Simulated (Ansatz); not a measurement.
The starting structures come from a database of crystals and need not be the phases stable at ambient conditions.

Inside the gap of an insulator the Bloch states are evanescent, with a wavenumber k + iκ along the transport direction.

Data:

```xyz
20
Lattice="5.5201 0.0000 0.0000 0.0000 7.4733 0.0000 0.0000 3.1757 6.7650" Properties=species:S:1:pos:R:3 pbc="T T T"
Mg     4.1401     5.1871     1.4715
Mg     1.3800     5.4620     5.2936
Mg     1.3800     7.1129     2.6948
Mg     4.1401     3.5362     4.0702
V      4.1401     7.4405     4.7267
V      1.3800     3.2086     2.0383
Bi     1.3800     9.6960     6.1596
Bi     4.1401     0.9531     0.6055
O      4.1401     7.5232     6.4395
O      1.3800     3.1259     0.3255
O      1.3800     1.6230     2.6913
O      4.1401     9.0261     4.0738
O      2.8187     4.0703     2.5857
O      2.7014     6.5788     4.1793
O      0.0587     6.5788     4.1793
O      5.4614     4.0703     2.5857
O      0.0000     6.7365     1.1599
O      0.0000     3.9126     5.6052
O      2.7600     3.9126     5.6052
O      2.7600     6.7365     1.1599
```

Space group of this cell: Cmcm. The cell is taken as given; by r2SCAN its mean pressure is -6.3 GPa.

Transport runs along the normal of the first two printed cell vectors.

No gap correction and no spin-orbit coupling; mid-gap values are interpolated between computed energies.

Q: Predict the band gap and the smallest decay constant κ at mid-gap from r2SCAN in Ansatz (an electronic-structure program).

A: Gap 3.54 eV on a 6×6×6 mesh; κ = 0.465 1/Å, at the zone centre.
